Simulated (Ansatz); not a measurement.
A self-consistent single point of LaPt2 (R3m, 6 atoms in the cell) with Ansatz (an electronic-structure program).

Method of the run: LDA (PW92), default PAW files made with PBE (plane waves; Ansatz).

The change in words: lattice scaled by 0.98; basis.ecutwfc: 420 eV → 210 eV. Reference geometry:
```xyz
6
Lattice="0.0000 3.8924 3.8924 3.8924 0.0000 3.8924 3.8924 3.8924 0.0000" Properties=species:S:1:pos:R:3 pbc="T T T"
La     3.9213     3.9213     3.9213
La     5.8387     5.8387     5.8387
Pt     0.9731     0.9731     0.9731
Pt     0.9731     2.9193     2.9193
Pt     2.9193     2.9193     0.9731
Pt     2.9193     0.9731     2.9193
```

Reference input (self-consistent single point, DFT, LDA (PW92), plane waves, default PAW files made with PBE): basis.ecutwfc = 420 eV; kpoints.mp_grid.grid = 5 5 5; hamiltonian.xc = lda; hamiltonian.pseudopotentials = {kind: paw} (the program's default PAW files); scf.occupations.method = fermi_dirac; scf.occupations.width = 0.1 eV. This run's input differs from it in these lines:

Ansatz 0.2 input:
```diff
@@ -3,14 +3,14 @@
   lattice:
-    - [0.000000, 3.892445, 3.892445]
-    - [3.892445, 0.000000, 3.892445]
-    - [3.892445, 3.892445, 0.000000]
+    - [0.000000, 3.814596, 3.814596]
+    - [3.814596, 0.000000, 3.814596]
+    - [3.814596, 3.814596, 0.000000]
   atoms:
-    - { symbol: La, position_ang: [3.921311, 3.921311, 3.921311] }
-    - { symbol: La, position_ang: [5.838667, 5.838667, 5.838667] }
-    - { symbol: Pt, position_ang: [0.973111, 0.973111, 0.973111] }
-    - { symbol: Pt, position_ang: [0.973111, 2.919334, 2.919334] }
-    - { symbol: Pt, position_ang: [2.919334, 2.919334, 0.973111] }
-    - { symbol: Pt, position_ang: [2.919334, 0.973111, 2.919334] }
+    - { symbol: La, position_ang: [3.842885, 3.842885, 3.842885] }
+    - { symbol: La, position_ang: [5.721894, 5.721894, 5.721894] }
+    - { symbol: Pt, position_ang: [0.953649, 0.953649, 0.953649] }
+    - { symbol: Pt, position_ang: [0.953649, 2.860947, 2.860947] }
+    - { symbol: Pt, position_ang: [2.860947, 2.860947, 0.953649] }
+    - { symbol: Pt, position_ang: [2.860947, 0.953649, 2.860947] }
 basis:
-  ecutwfc: 420.0
+  ecutwfc: 210.0
 kpoints:
```

Output (repeated stretches shortened):

```
SCF iter   1: F=—  HF=-61109.568482 eV  |F-HF|=—  |Δ(HF+E_count)|=         —  Δρ=9.90e-2  dr2=7.37e0  ethr=1.77e-3  ⟨swp⟩=6.4  Hψ=3743  notcnv=0
all-band conjugate gradients solve this SCF's bands
preconditioner: auto → Kerker (q_TF=auto, 2.654 Å⁻¹)
SCF iter   2: F=—  HF=-61107.603103 eV  |F-HF|=—  |Δ(HF+E_count)|=    1.97e0  Δρ=4.77e-2  dr2=1.28e0  ethr=1.77e-3  ⟨swp⟩=2.0  Hψ=2257  notcnv=0
SCF iter   3: F=—  HF=-61107.089082 eV  |F-HF|=—  |Δ(HF+E_count)|=   5.14e-1  Δρ=7.38e-3  dr2=4.78e-2  ethr=1.36e-3  ⟨swp⟩=2.1  Hψ=2143  notcnv=0
SCF iter   4: F=—  HF=-61107.082260 eV  |F-HF|=—  |Δ(HF+E_count)|=   6.82e-3  Δρ=1.20e-3  dr2=6.76e-4  ethr=5.09e-5  ⟨swp⟩=2.0  Hψ=1637  notcnv=0
SCF iter   5: F=—  HF=-61107.082068 eV  |F-HF|=—  |Δ(HF+E_count)|=   1.92e-4  Δρ=2.24e-4  dr2=2.18e-5  ethr=7.19e-7  ⟨swp⟩=2.1  Hψ=1591  notcnv=0
SCF iter   6: F=—  HF=-61107.082086 eV  |F-HF|=—  |Δ(HF+E_count)|=   1.81e-5  Δρ=1.81e-5  dr2=1.11e-6  ethr=2.32e-8  ⟨swp⟩=2.1  Hψ=1566  notcnv=0
SCF iter   7: F=-61107.082086 eV  HF=-61107.082086 eV  |F-HF|=9.79e-9  |Δ(HF+E_count)|=   2.32e-7  Δρ=4.29e-6  dr2=1.75e-8  ethr=1.06e-10  ⟨swp⟩=6.7  Hψ=4447  notcnv=0
SCF 1 converged in 7 iterations: F = -61107.082086 eV  dr2 = 1.75e-8
Free energy (F): -61107.082086 eV
Internal energy: -61107.010017 eV  (E = F + TS)
E sigma→0 (E₀):  -61107.046051 eV
Entropy (-TS):   -0.072069 eV (-12.012 meV/atom)
Fermi energy:    20.496076 eV
--- Forces (eV/Å), atoms counted from 1 ---
  atom   1  La    -0.26822533    -0.26822533    -0.26822533
  atom   2  La     0.06802022     0.06802022     0.06802022
  atom   3  Pt     0.00882208     0.00882208     0.00882208
  atom   4  Pt     0.09009531     0.05062340     0.05062340
  atom   5  Pt     0.05062340     0.05062340     0.09009531
  atom   6  Pt     0.05062340     0.09009531     0.05062340
--- Stress (GPa, compression-positive) ---
        1.908908       0.053736       0.053736
        0.053736       1.908908       0.053736
        0.053736       0.053736       1.908908
  P = ⅓ Tr σ = 1.9089 GPa (19.089 kbar)
  The stress holds the Pulay correction. Without it, at fixed plane waves, as pw.x and ABINIT print it: P = -222.3791 GPa
```

The run converged in 7 iterations. Against the reference run the free energy rises by 5.28 eV/atom, the pressure goes from -5.71 to 1.91 GPa and the largest force goes from 0.233 to 0.465 eV/Å.

The starting cell comes from a database of computed structures (which also holds hypothetical and non-ambient phases and stackings), without a prior relaxation at this level. Its lattice was rescaled by up to half a per cent. One atom was moved a little off its site on purpose. For this run, on top of that: lattice scaled by 0.98. Spin polarisation is off. Ansatz's pressure includes its estimate of the finite-basis (Pulay) stress. Without the estimate this run gives -222.38 GPa. The cutoff lies below the one recommended for these files.
